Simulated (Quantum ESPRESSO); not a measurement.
One base run on BAs (F-43m, 2 atoms in the cell) and variants with one or two settings moved

```cif
data_AsB
_chemical_formula_sum 'B1 As1'
_space_group_name_H-M_alt 'P 1'
_space_group_IT_number 1
_cell_length_a 3.40772
_cell_length_b 3.40772
_cell_length_c 3.40772
_cell_angle_alpha 60.000
_cell_angle_beta 60.000
_cell_angle_gamma 60.000
loop_
_space_group_symop_operation_xyz
  'x, y, z'
loop_
_atom_site_label
_atom_site_type_symbol
_atom_site_fract_x
_atom_site_fract_y
_atom_site_fract_z
_atom_site_occupancy
B1 B 0.25000 0.25000 0.25000 1
As1 As 0.00000 0.00000 0.00000 1
```

Base run A: LDA (PZ), GBRV 1.5 ultrasoft (LDA) pseudopotentials in Quantum ESPRESSO, self-consistent single point.

Its settings: ecutwfc = 40 Ry; ecutrho = 200 Ry; occupations = smearing; smearing = gaussian; degauss = 0.0036749 Ry; potentials = {B: b_lda_v1.4.uspp.F.UPF, As: as_lda_v1.uspp.F.UPF}; K_POINTS = automatic 12 12 12 1 1 1; conv_thr = 1e-10 Ry; mixing_beta = 0.3.

The starting cell comes from a database of computed structures (which also holds hypothetical and non-ambient phases and stackings), without a prior relaxation at this level. In the base run, with a pressure of about -6 GPa the cell is away from its equilibrium volume at this level. The shifted mesh does not hold Γ, so a gap read on it misses any band edge there.

ΔF is the free energy per atom less that of run A. A dash stands where there is no value to compare (another energy zero or no entropy term, no result, no spin, no clean gap, or a mesh too coarse for one). Absolute energies have different zeros for different potentials, functionals, Hubbard and dispersion terms and are not compared across them.

| run | change | ΔF (meV/atom) | pressure (GPa) | gap on the mesh (eV) | valence electrons |
|---|---|---|---|---|---|
| A | base | 0.00 | -5.99 | 1.298 | 8 |
| B | conv_thr: 1e-10 Ry → 0.0073 Ry | 3.1 | -3.05 | 1.386 | 8 |
| C | ecutrho: 200 Ry → 240 Ry | 0.10 | -6.00 | 1.298 | 8 |
| D | ecutwfc: 40 Ry → 46 Ry; ecutrho: 200 Ry → 230 Ry | -0.65 | -6.01 | 1.298 | 8 |
| E | nbnd: default → 12 | 0.00 | -5.99 | 1.298 | 8 |
| F | ecutwfc: 40 Ry → 50 Ry; ecutrho: 200 Ry → 350 Ry; pseudopotentials: {B: b_lda_v1.4.uspp.F.UPF, As: as_lda_v1.uspp.F.UPF} → {B: B.pz-n-kjpaw_psl.1.0.0.UPF, As: As.pz-dn-kjpaw_psl.1.0.0.UPF} | – | -7.70 | 1.306 | 18 |
| G | force_symmorphic: default → true | 0.00 | -5.99 | 1.298 | 8 |

Run D against A: The free energy stays essentially unchanged (within 1 meV/atom), the pressure hardly changes (-5.99 to -6.01 GPa) and the gap on the mesh stays at 1.298 eV.

Run F against A: The pressure goes from -5.99 to -7.70 GPa and the gap on the mesh hardly changes (1.298 to 1.306 eV).
